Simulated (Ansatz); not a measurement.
**Carrier properties of GaAs (F-43m)**

Input:

```xyz
2
Lattice="0.0000 2.8293 2.8293 2.8293 0.0000 2.8293 2.8293 2.8293 0.0000" Properties=species:S:1:pos:R:3 pbc="T T T"
Ga     0.0000     0.0000     0.0000
As     1.4147     1.4147     1.4147
```

The numbers are results of HSE06, rigid bands (plane waves, PAW, scalar-relativistic; Ansatz, a first-principles code), not measurements. How the cell was made: cell and atoms relaxed with PBEsol.

```json
{
  "band_gap": "1.40 eV",
  "electron conductivity mass (300 K, dilute)": "0.070 mₑ",
  "effective density of states N_c (300 K)": "4.3e17 cm⁻³",
  "density_of_states_mass_electrons": "0.066 mₑ",
  "Seebeck coefficient, n-type 1e19 cm⁻³, 300 K": "-50 μV/K"
}
```

Rigid bands; masses and Seebeck coefficients take one relaxation time τ for all states and one kind of carrier; polarons and phonon drag are left out. Spin-orbit coupling is left out. Geometry: cell and atoms relaxed with PBEsol.
